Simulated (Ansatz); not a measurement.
For Ag (model structure, P6/mmm, No. 191), PBE (Ansatz, a first-principles code, plane waves, PAW) gives:

- lattice parameter a: 2.844 Å
- lattice parameter c: 2.774 Å
- bulk modulus: 75.5 GPa
- cohesive energy: 2.34 eV/atom

Task: What does r²SCAN (Ansatz, plane waves, PAW) give for the same quantities?

Result: 
- lattice constant a: 2.812 Å (falls by 1.1 %)
- lattice parameter c: 2.739 Å (drops by 1.3 %)
- bulk modulus: 87.8 GPa (rises by 16 %)
- cohesive energy: 2.68 eV/atom (grows by 0.34 eV/atom)

Changes are worked out from the printed values.

Unless a cell is named, each level is at its own relaxed cell (PBE 19.43, r²SCAN 18.76 Å³/atom).

Caveats: the bulk modulus is −V dP/dV from two relaxed cells at ±2 % in volume (PBE, r²SCAN). Ansatz's density-functional and Hartree–Fock values are scalar-relativistic unless marked +SOC, with PAW data made under PBE.

A model structure was made by putting elements into a prototype or built by hand; it is no filed structure, need not be a known phase, and can be a saddle point held by its symmetry.
